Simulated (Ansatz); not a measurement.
BeSe (model structure, Fm-3m, No. 225, 2 atoms in the cell), treated with LDA (Ansatz, a first-principles code, plane waves, PAW).

Input:

Ansatz 0.2 input:
```yaml
crystal:
  lattice:
    - [0.0, 2.4158132526, 2.4158132526]
    - [2.4158132526, 0.0, 2.4158132526]
    - [2.4158132526, 2.4158132526, 0.0]
  atoms:
    - { symbol: Be, position: [0.0, 0.0, 0.0] }
    - { symbol: Se, position: [0.5, 0.5, 0.5] }
basis:
  ecutwfc: 520
  ecutrho_ratio: 4
  xc_grid: 2
kpoints:
  mp_grid: { grid: [20, 20, 20] }
  band_path:
    path:
      - [0.0, 0.0, 0.0]
      - [0.038462, 0.0, 0.038462]
      - [0.076923, 0.0, 0.076923]
      - [0.115385, 0.0, 0.115385]
      - [0.153846, 0.0, 0.153846]
      - [0.192308, 0.0, 0.192308]
      - [0.230769, 0.0, 0.230769]
      - [0.269231, 0.0, 0.269231]
      - [0.307692, 0.0, 0.307692]
      - [0.346154, 0.0, 0.346154]
      - [0.384615, 0.0, 0.384615]
      - [0.423077, 0.0, 0.423077]
      - [0.461538, 0.0, 0.461538]
      - [0.5, 0.0, 0.5]
      - [0.53125, 0.0625, 0.53125]
      - [0.5625, 0.125, 0.5625]
      - [0.59375, 0.1875, 0.59375]
      - [0.625, 0.25, 0.625]
      - [0.375, 0.375, 0.75]
      - [0.348214, 0.348214, 0.696429]
      - [0.321429, 0.321429, 0.642857]
      - [0.294643, 0.294643, 0.589286]
      - [0.267857, 0.267857, 0.535714]
      - [0.241071, 0.241071, 0.482143]
      - [0.214286, 0.214286, 0.428571]
      - [0.1875, 0.1875, 0.375]
      - [0.160714, 0.160714, 0.321429]
      - [0.133929, 0.133929, 0.267857]
      - [0.107143, 0.107143, 0.214286]
      - [0.080357, 0.080357, 0.160714]
      - [0.053571, 0.053571, 0.107143]
      - [0.026786, 0.026786, 0.053571]
      - [0.045455, 0.045455, 0.045455]
      - [0.090909, 0.090909, 0.090909]
      - [0.136364, 0.136364, 0.136364]
      - [0.181818, 0.181818, 0.181818]
      - [0.227273, 0.227273, 0.227273]
      - [0.272727, 0.272727, 0.272727]
      - [0.318182, 0.318182, 0.318182]
      - [0.363636, 0.363636, 0.363636]
      - [0.409091, 0.409091, 0.409091]
      - [0.454545, 0.454545, 0.454545]
      - [0.5, 0.5, 0.5]
      - [0.5, 0.472222, 0.527778]
      - [0.5, 0.444444, 0.555556]
      - [0.5, 0.416667, 0.583333]
      - [0.5, 0.388889, 0.611111]
      - [0.5, 0.361111, 0.638889]
      - [0.5, 0.333333, 0.666667]
      - [0.5, 0.305556, 0.694444]
      - [0.5, 0.277778, 0.722222]
      - [0.5, 0.25, 0.75]
      - [0.5, 0.208333, 0.708333]
      - [0.5, 0.166667, 0.666667]
      - [0.5, 0.125, 0.625]
      - [0.5, 0.083333, 0.583333]
      - [0.5, 0.041667, 0.541667]
    npoints: 1
hamiltonian:
  xc: lda
  dispersion: none
  pseudopotentials: { kind: paw }
scf:
  occupations: { method: fermi_dirac, width: 0.05 }
  convergence: { dr2_threshold: 0.0000000002 }
output:
  forces: true
  stress: true
  eigenvalues: true
  write_bands: true
```

Excerpt of the program's output:

```
Crystal: 2 atoms, lattice volume = 28.198 Å³
Basis set: ecut = 520 eV, 749 PW (Γ), exchange–correlation on 54×54×54 points (8 copies of the dense FFT grid, shifted against one another)
Bands: 13, of which v1, the nominal top of the filled ones, is band 9 counted from 1 (8 counted from 0)
Symmetry: 48 space group operations
Space group: Fm-3m (ITA 225), of the structure as read, at distance tolerance 3.0e-5 Å
k-points: 256 of 8000
Functional: x = slater, c = lda
SCF iter   1: F=—  HF=-5472.151944 eV  |F-HF|=—  |Δ(HF+E_count)|=         —  Δρ=6.70e-3  dr2=1.04e-2
SCF iter   2: F=—  HF=-5472.148476 eV  |F-HF|=—  |Δ(HF+E_count)|=   3.47e-3  Δρ=1.63e-3  dr2=2.72e-4
  ...
SCF iter   6: F=—  HF=-5472.148348 eV  |F-HF|=—  |Δ(HF+E_count)|=   7.62e-8  Δρ=2.63e-6  dr2=2.19e-9
SCF iter   7: F=-5472.148348 eV  HF=-5472.148348 eV  |F-HF|=2.18e-11  |Δ(HF+E_count)|=  8.99e-10  Δρ=2.66e-7  dr2=2.28e-11
SCF 1 converged in 7 iterations: F = -5472.148348 eV  dr2 = 2.28e-11
SCF converged after 7 iterations
Free energy (F): -5472.148348 eV
Internal energy: -5472.147866 eV  (E = F + TS)
E sigma→0 (E₀):  -5472.148107 eV
Fermi energy:    10.365126 eV
--- Stress (GPa, compression-positive) ---
       -0.003599      -0.000000       0.000000
       -0.000000      -0.003599       0.000000
        0.000000       0.000000      -0.003599
  P = ⅓ Tr σ = -0.0036 GPa (-0.036 kbar)
```

The PAW data were made under PBE.

Note: the relaxation could raise the start's symmetry but not lower it, so the cell can be a saddle point.

A model structure was made by putting elements into a prototype or built by hand; it is no filed structure, need not be a known phase, and can be a saddle point held by its symmetry.
